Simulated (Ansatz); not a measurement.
CsCl-type NiAl was calculated with r²SCAN-D4 (Ansatz, a program for electronic structure, PAW).

Settings: plane-wave cutoff 560 eV, 20×20×20 k mesh, Fermi–Dirac smearing 0.05 eV, no spin polarisation, scalar-relativistic PAW data made under PBE.

Cell (relaxed at this level):

```yaml
crystal:
  lattice:
    - [2.85374, 0.00000, 0.00000]
    - [0.00000, 2.85374, 0.00000]
    - [0.00000, 0.00000, 2.85374]
  atoms:
    - { symbol: Al, position: [0.50000, 0.50000, 0.50000] }
    - { symbol: Ni, position: [0.00000, 0.00000, 0.00000] }
```

Estimate the bulk modulus B0 and pressure derivative B′ of the bulk modulus that the calculation returns.


bulk modulus B0: 181 GPa
pressure derivative B′ of the bulk modulus: 4.4

The run finds no gap.

Measured, for comparison: bulk modulus 156 GPa (room temperature, not corrected to a static lattice; as tabulated in Yamada et al. (2019), arXiv:1910.09660). Computed (rounded) less measured: bulk modulus +16 %.

Static lattice: no zero-point or thermal effects.
